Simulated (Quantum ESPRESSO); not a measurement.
# Several settings converged on TiTc (P4mm, 2 atoms in the cell)

```yaml
crystal:
  lattice:
    - [3.10375, 0.00000, 0.00000]
    - [0.00000, 3.10375, 0.00000]
    - [0.00000, 0.00000, 3.10375]
  atoms:
    - { symbol: Ti, position: [0.50000, 0.50000, 0.51611] }
    - { symbol: Tc, position: [0.00000, 0.00000, 0.00000] }
```

Base method: PBEsol, GBRV 1.5 ultrasoft (PBESOL) pseudopotentials (plane waves; Quantum ESPRESSO 7.5).

Base settings: ecutwfc = 50 Ry; ecutrho = 400 Ry; occupations = smearing; smearing = fd; degauss = 0.0073499 Ry; potentials = {Ti: ti_pbesol_v1.4.uspp.F.UPF, Tc: tc_pbesol_v1.uspp.F.UPF}; K_POINTS = automatic 7 7 7 0 0 0; conv_thr = 1e-09 Ry; mixing_beta = 0.3.

The count of work is k-points × plane waves × bands × iterations; it is no time. Core times come from one kind of shared machine, to one figure; runs under 30 s give none.

**The k-point mesh at a smearing width of 0.02 eV**

In this ladder: degauss = 0.00147 Ry.

Only quantities that move along the ladder and can be compared are tabulated.

| K_POINTS | free energy less the last step's (meV/atom) | pressure (GPa) | largest difference of a force vector from the last step's (eV/Å) | count of work / last | core time / last (rough) |
|---|---|---|---|---|---|
| automatic 4 4 4 0 0 0 | -12.26 | -7.64 | 0.036 | 0.053 | 0.2 |
| automatic 6 6 6 0 0 0 | -10.69 | -6.84 | 0.020 | 0.16 | 0.2 |
| automatic 8 8 8 0 0 0 | 7.59 | -7.29 | 0.020 | 0.20 | 0.3 |
| automatic 12 12 12 0 0 0 | -2.84 | -7.09 | 0.008 | 0.43 | 0.5 |
| automatic 17 17 17 0 0 0 | 0.00 | -7.21 | 0.000 | 1.0 | 1 |

Coarsest K_POINTS that holds the pressure within 0.2 GPa: not settled: the last two steps still differ by 0.12 GPa, over half the tolerance, so the ladder does not show it.

Coarsest K_POINTS that holds the free energy within 5 meV/atom: not settled: the last two steps still differ by 2.8 meV/atom, over half the tolerance, so the ladder does not show it.

Coarsest K_POINTS that holds the forces within 0.01 eV/Å: not settled: the last two steps still differ by 0.008 eV/Å, over half the tolerance, so the ladder does not show it.

**The mesh under tetrahedron occupations**

In this ladder: occupations = tetrahedra_opt; smearing = default; degauss = default.

Only quantities that move along the ladder and can be compared are tabulated.

| K_POINTS | free energy less the last step's (meV/atom) | pressure (GPa) | largest difference of a force vector from the last step's (eV/Å) | count of work / last | core time / last (rough) |
|---|---|---|---|---|---|
| automatic 5 5 5 0 0 0 | 105.77 | -5.74 | 0.059 | 0.041 | – |
| automatic 7 7 7 0 0 0 | 43.77 | -6.66 | 0.033 | 0.10 | 0.2 |
| automatic 10 10 10 0 0 0 | 12.98 | -6.99 | 0.016 | 0.35 | 0.4 |
| automatic 16 16 16 0 0 0 | 0.00 | -7.18 | 0.000 | 1.0 | 1 |

Coarsest K_POINTS that holds the forces within 0.02 eV/Å: not settled: the last two steps still differ by 0.016 eV/Å, over half the tolerance, so the ladder does not show it.

Coarsest K_POINTS that holds the free energy within 5 meV/atom: not settled: the last two steps still differ by 13 meV/atom, over half the tolerance, so the ladder does not show it.

Coarsest K_POINTS that holds the pressure within 1 GPa of the last step, with all finer ones: automatic 7 7 7 0 0 0, at 0.10 of the last step's count of work and about 0.2 of the last step's time; the step before is off by 1.4 GPa.

On the base run: the starting cell comes from a database of computed structures (which also holds hypothetical and non-ambient phases and stackings), without a prior relaxation at this level. Its lattice was rescaled by up to half a per cent. One atom was moved a little off its site on purpose. Spin polarisation is off. In the base run, with a pressure of about -7 GPa the cell is away from its equilibrium volume at this level.
